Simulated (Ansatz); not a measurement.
```
SiC
1.0
    2.97004     0.00000     0.00000
    1.48502     2.57213     0.00000
    0.00000     0.00000    10.14559
Si C
4 4
Cartesian
  0.00000   0.00000  -0.00927
  0.00000   0.00000   5.06353
  2.97004   1.71475   7.60012
  1.48502   0.85738   2.52733
  0.00000   0.00000   8.25815
  0.00000   0.00000   3.18536
  2.97004   1.71475   5.71675
  1.48502   0.85738   0.64396
```

No spin polarisation.

Method: Ansatz (a program for electronic structure), r2SCAN, PAW, cutoff 500 eV, no SOC, earlier PAW set. Γ-centred 12×12×4 mesh, Fermi–Dirac width 0.05 eV.

**Question.** Predict the width of the top valence band and valence-band top at Γ.

**Answer.** 
* **Width of the top valence band**: 3.01 eV
* **Valence-band top at Γ (three highest levels, from the VBM)**: 0.00, 0.00, -0.53 eV

The levels and masses belong to the bands next to the band gap. The cells carry an imposed strain or load. Stability against distortions was not tested. The cell was made from SiC (space group P6_3mc, No. 186) by this change: biaxial strain −3.50 %, plane normal [001], relaxed out of plane.
